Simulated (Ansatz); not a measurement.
## Mg2Ge: uniaxial strain ε_zz = −1.50 %

The reference is Mg$_{2}$Ge in the anti-fluorite structure (space group Fm-3m, No. 225; a = 6.2865 Å). Axes: x, y, z lie along the cube axes.

The change: uniaxial strain ε_zz = −1.50 %, all other strain components held at zero, atoms relaxed at fixed cell.

Level of theory: Ansatz (a quantum-chemistry and plane-wave program) LDA, no spin-orbit coupling. Settings: 13×13×13 k-points, 0.05 eV Fermi–Dirac smearing.

- Volume per atom = 20.39 Å³ (base 20.70 Å³)
- Space group = I4/mmm (No. 139) (base Fm-3m (No. 225))
- Shortest interatomic distance = 2.709 Å (base 2.722 Å)
- Energy relative to the base (free energy F) = +1.8 meV/atom
- Pressure (mean of the normal stresses, compression positive) = 0.9 GPa (base 0.0 GPa)
- Band gap = zero (base 0.10 eV)
- Stress (xx, yy, zz, yz, xz, xy; compression positive) = (0.4, 0.4, 1.8, 0.0, 0.0, 0.0) GPa (rough)

Final structure:

```
Mg2Ge
1.0
    0.00000     3.14325     3.09610
    3.14325     0.00000     3.09610
    3.14325     3.14325     0.00000
Mg Ge
2 1
Direct
  0.25000   0.25000   0.25000
  0.75000   0.75000   0.75000
  0.00000   0.00000   0.00000
```

Without a gap, meshes like the base's 13×13×13 leave anisotropic stresses uncertain by several tenths of a GPa, and small strain energies with them. Whether these cells are dynamically stable was not tested. All final runs are without spin polarisation. The zero or small gap of Mg2Ge can change with the level of theory.
